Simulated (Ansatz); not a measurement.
Data:

```xyz
2
Lattice="0.0000 0.0000 -3.2589 -1.6658 2.3558 -1.6294 1.6658 2.3558 -1.6294" Properties=species:S:1:pos:R:3 pbc="T T T"
C     -1.6658     2.3558    -1.6294
Hf     0.0000     2.3558    -3.2589
```

No spin polarisation.

All numbers come from r2SCAN (Ansatz, a program for electronic structure; PAW; 500 eV plane waves; no spin-orbit coupling). k-mesh 21×21×21 (Γ-centred); smearing 0.1 eV (Fermi–Dirac).

### Question
Estimate the band gap.

### Answer
Zero.

### Question
Predict the space group.

### Answer
Immm (No. 71).

### Question
Predict the pressure (mean of the normal stresses, compression positive).

### Answer
-5.4 GPa.

A biaxial case was relaxed in a doubled cell and then solved in the primitive one. The cells carry an imposed strain or load. No phonon test of stability was made. All final runs are without spin polarisation. The cell was made from HfC in the rock salt structure (space group Fm-3m, No. 225) by this change: biaxial strain +1.53 %, plane normal [110], relaxed out of plane.
